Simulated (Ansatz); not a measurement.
**Ag: response to strain**

The parent structure is Ag in the fcc (Cu type) structure (space group Fm-3m, No. 225; a = 4.054 Å; relaxed with 0.1 eV smearing). Axes: x, y, z lie along the cube axes.

Strains are applied to the cell and any free atomic positions relax; under biaxial strain the out-of-plane vector relaxes too.

Computed with PBEsol (Ansatz, an electronic-structure program; PAW; 420 eV plane waves; no spin-orbit coupling).

Candidates:
(a) isotropic strain +3.79 %
(b) biaxial strain −0.84 %, plane normal [001], relaxed out of plane
(c) uniaxial strain ε_zz = −4.96 %
(d) biaxial strain +1.56 %, plane normal [110], relaxed out of plane

Notes on the quantities. energy relative to the base: free energy F.

### Question
Order them by energy relative to the base, lowest first.

### Answer
(b) biaxial strain −0.84 %, plane normal [001], relaxed out of plane (+0.8 meV/atom), (d) biaxial strain +1.56 %, plane normal [110], relaxed out of plane (+4.6 meV/atom), (c) uniaxial strain ε_zz = −4.96 % (+21 meV/atom), (a) isotropic strain +3.79 % (+67 meV/atom)

A biaxial case was relaxed in a doubled cell and then solved in the primitive one. Stability against distortions was not tested.
